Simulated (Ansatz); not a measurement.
We consider Sr2SnO4 (I4/mmm, No. 139), described by dielectric-dependent PBEsol hybrid (plane waves, PAW; Ansatz, an electronic-structure program).

Run with plane-wave cutoff 460 eV, 8×8×8 k mesh, Fermi–Dirac smearing 0.01 eV, scalar-relativistic PAW data made under PBE.

Cell (relaxed with PBEsol):

```xyz
7
Lattice="-2.0291 2.0291 6.2608 2.0291 -2.0291 6.2608 2.0291 2.0291 -6.2608" Properties=species:S:1:pos:R:3 pbc="T T T"
Sr     0.0000     0.0000     8.0890
Sr     0.0000     0.0000     4.4326
Sn     0.0000     0.0000     0.0000
O      0.0000     0.0000    10.4612
O      0.0000     0.0000     2.0604
O      0.0000     2.0291     0.0000
O      2.0291     0.0000     0.0000
```

### Question
Predict the band gap and smallest direct gap on the k points sampled.

### Answer

band gap: 5.18 eV (on the SCF k mesh)
smallest direct gap on the k points sampled: 5.56 eV

Note: cell and atoms aren't relaxed at this level (pressure -3.5 GPa).

Spin–orbit coupling is not included.

Computing time: very roughly 15 core-minutes.
